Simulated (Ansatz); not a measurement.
Consider the following.

```
Ta
1.0
    3.27303     0.00000     0.00000
    0.00000     3.27303     0.00000
    1.63651    -1.63651     1.67348
Ta
1
Direct
  0.00000   0.00000   0.00000
```

No spin polarisation.

The values are results of r2SCAN (Ansatz, a program for electronic structure), no SOC, not measurements. Γ-centred 28×28×28 mesh, Fermi–Dirac width 0.1 eV.

Q: Predict the space group, band gap and in-plane stress.

A: Space group: I4/mmm (No. 139)
Band gap: zero
Mean in-plane stress (compression positive): +2.5 GPa

The cells carry an imposed strain or load. Stability against distortions was not tested. All final runs are without spin polarisation. The cell was made from Ta in the bcc (W type) structure (space group Im-3m, No. 229) by this change: biaxial strain −1.00 %, plane normal [001], relaxed out of plane.
